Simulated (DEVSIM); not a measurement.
Ge n+/n-/n+ resistor

Structure: Ge n+/n-/n+ resistor, at 300 K.

| layer (left to right) | material | thickness (μm) | Nd (cm⁻³) | τn (s) | τp (s) |
|---|---|---|---|---|---|
| 1 | Ge | 0.250 | 1.5e18 | 2e-5 | 2e-5 |
| 2 | Ge | 0.660 | 2e12 | 2e-5 | 2e-5 |
| 3 | Ge | 0.140 | 3.2e17 | 2e-5 | 2e-6 |

Left contact: ohmic. Right contact: ohmic. Voltage is applied to the left contact. Recombination: SRH at mid-gap. Mobility is constant in doping.

This is a model device: material constants are rounded textbook-type values typed into the input, and sizes, dopings and lifetimes were drawn at random. Values at 300 K.

```tsv
parameter	Ge
gap (eV)	0.664
affinity (eV)	4
permittivity	16
Nc (cm⁻³)	1.04e19
Nv (cm⁻³)	6e18
μn (cm²/Vs)	3900
μp (cm²/Vs)	1900
```

DEVSIM, 1D drift-diffusion, Boltzmann statistics, complete ionisation; no tunnelling, impact ionisation, image-force lowering or self-heating.

Dark forward current:

(V (V), J (A/cm²)): (0.05, 870); (0.15, 2800); (0.25, 5200); (0.35, 8100); (0.45, 11000); (0.55, 15000); (0.65, 19000); (0.75, 24000); (0.85, 29000); (0.95, 35000); (1.10, 44000); (1.20, 51000); (1.30, 58000); (1.40, 65000); (1.50, 73000); (1.60, 82000); (1.70, 90000); (1.80, 100000); (1.90, 110000); (2.00, 120000)
